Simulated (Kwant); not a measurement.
Model system: six-terminal Hall bar in a Si two-dimensional gas. Effective mass 0.19 mₑ, grid spacing 12 nm, hard walls, nominal width 300 nm (25 grid rows, so walls 312 nm apart), one parabolic valley, scattering region 780 nm long along x; energies count from the band bottom; Fermi energy 0.000692 eV. Four side probes 150 nm wide, two on each edge; current runs along x; the sign of the Hall resistance is a convention. Perpendicular field swept from 0.094644 to 1.9307 T, also in the leads; orbital effect alone.

The device is made up for the run: typed textbook-type constants, with dimensions and the other settings drawn at random.

Model: effective-mass tight-binding model on a square grid, one spin, coherent transport at 0 K (Kwant). Resistances are in h/e².

Task: How many Landau levels lie under the Fermi energy, and what Hall resistance follows, at 0.692 meV and 0.188 T; 0.692 meV and 0.499 T; 0.692 meV and 1.43 T; 0.692 meV and 1.59 T?

Result: ħωc = ħeB/m = 0.609 meV a tesla; levels lie at (n + ½)ħωc. E/ħωc = 6.04 gives 6 levels and h/(6e²) = 0.167; simulated 0.178, off the plateau. E/ħωc = 2.28 gives 2 levels and h/(2e²) = 0.500; simulated 0.500. E/ħωc = 0.79 gives 1 level and h/(1e²) = 1.000; simulated 1.000. E/ħωc = 0.72 gives 1 level and h/(1e²) = 1.000; simulated 1.000. The count is that of a wide sample; where the walls of bar or probes squeeze the orbits, it misses.
